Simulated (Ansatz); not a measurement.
System: CaTiO3 (Pnma, No. 62). Method: PBEsol-D3(BJ) (Ansatz, an electronic-structure program, PAW).

Run with plane-wave cutoff 520 eV, 6×6×6 k mesh, Fermi–Dirac smearing 0.01 eV, no spin polarisation, scalar-relativistic PAW data made under PBE.

Computed points:

| V (Å³/atom) | E − E_lowest (meV/atom) |
|---|---|
| 10.362 | 11.27 |
| 10.578 | 2.72 |
| 10.794 | 0.00 |
| 11.010 | 2.53 |
| 11.225 | 9.79 |

Problem. What bulk modulus B0 and pressure derivative B′ does a third-order Birch–Murnaghan fit give?

Solution. V0 = 10.794 Å³/atom, B0 = 195 GPa, B′ = 4.2 (fit to the energies at full precision).

Shape and atoms are relaxed at each volume.

Note: the relaxation could not lower the start's symmetry, so the cell can be a saddle point above a distorted one; the bulk modulus comes from volumes at which shape and atoms were relaxed.

Computed values are for the static lattice.
